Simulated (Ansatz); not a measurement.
The reference is MgS in the rock salt structure (space group Fm-3m, No. 225; a = 5.203 Å). Axes: x, y, z lie along the cube axes.

Computed with plane-wave PAW DFT at the r2SCAN level (Ansatz, a quantum-chemistry and plane-wave program, 500 eV), no spin-orbit coupling.

Strains are applied to the cell and any free atomic positions relax; under biaxial strain the out-of-plane vector relaxes too.

One change was made to it. Results:

| quantity | base | after |
|---|---|---|
| band gap | 3.46 eV | 3.37 eV |
| electron mass | 0.53 mₑ along k, 0.31 mₑ across (at X) | 0.51 mₑ along k, 0.31 mₑ across (at X) |

### Question
Name the change that was made.
A) biaxial strain −1.00 %, plane normal [001], relaxed out of plane
B) biaxial strain −2.50 %, plane normal [001], relaxed out of plane
C) biaxial strain −0.50 %, plane normal [001], relaxed out of plane

### Answer
B, biaxial strain −2.50 %, plane normal [001], relaxed out of plane. For comparison, the band gap in the other runs: biaxial strain −1.00 %, plane normal [001], relaxed out of plane gives 3.42 eV; biaxial strain −0.50 %, plane normal [001], relaxed out of plane gives 3.44 eV.

Masses are band curvatures over ±0.01 Å⁻¹ around the edge. Along k means along the line from Γ to the band edge. Stability against distortions was not tested.
